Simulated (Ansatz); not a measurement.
We consider NaOH (within 0.1 Å of Cmcm, No. 63, 6 atoms in the cell; start mp-23940), described by PBEsol in Ansatz (PAW).

Settings: plane-wave cutoff 500 eV, 12×12×8 k mesh (along the axes of the cell as run), gaussian smearing 0.02 eV, scalar-relativistic PAW data made under PBE.

Cell (relaxed at this level):

```xyz
6
Lattice="3.4047 0.0000 -0.0415 0.0000 3.3712 0.0000 -1.6374 0.0000 5.4655" Properties=species:S:1:pos:R:3 pbc="T T T"
Na     0.9040     0.8428     4.4481
Na     0.8633     2.5284     0.9759
H      2.5803     0.8428     2.2580
H     -0.8130     2.5284     3.1660
O     -0.8027     2.5284     4.1399
O      2.5700     0.8428     1.2841
```

Problem. Predict the band gap.

Solution. 
band gap: 2.99 eV (on the SCF k mesh)

The computed numbers hold no vibrational or temperature effects.

A start named mp-… is a Materials Project structure, which need not be a measured phase.

Ansatz is a quantum-chemistry and plane-wave program.
